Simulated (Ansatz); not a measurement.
An Ansatz (a program for electronic structure) input (r2SCAN, PAW, 500 eV (Ansatz; without spin-orbit coupling), earlier PAW set):

Ansatz 0.2 input:
```yaml
crystal:
  lattice:
    - [0, 2.5623282431, 2.5294454522]
    - [2.5294454522, 0, 2.5294454522]
    - [2.5294454522, 2.5623282431, 0]
  atoms:
    - { symbol: Hf, position: [0, 0, 0] }
    - { symbol: O, position: [0.25, 0.25, 0.25] }
    - { symbol: O, position: [0.75, 0.75, 0.75] }
basis: { ecutwfc: 500, ecutrho_ratio: 4, xc_grid: 4, fft_grid_basis: typed }
kpoints: { mp_grid: { grid: [11, 11, 11] } }
hamiltonian:
  xc: r2scan
  dispersion: none
  pseudopotentials: { azcp: { folder: ./paw }, kind: paw }
scf: { occupations: { method: fermi_dirac, width: 0.05 }, convergence: { dr2_threshold: 0.0000000003 } }
relax: { f_tol: 0.005, max_steps: 50 }
output: { forces: true, stress: true }
checkpoint: { write: state.ck, write_every: 1000 }
```

Q: Which symmetry and how many k-points will the program report, and about how many plane waves at Γ?

A: Space group I4/mmm (ITA 139) with 16 operations, k-points 126 of 1331, and 869 plane waves at Γ.

Q: And the final pressure?

A: -3.40 GPa (compression positive).

The cells carry an imposed strain or load. No phonon test of stability was made. The cell was made from HfO₂ in the fluorite structure (space group Fm-3m, No. 225) by this change: uniaxial strain ε_yy = +1.30 %. This is not the structure that HfO2 has at room temperature and ambient pressure.
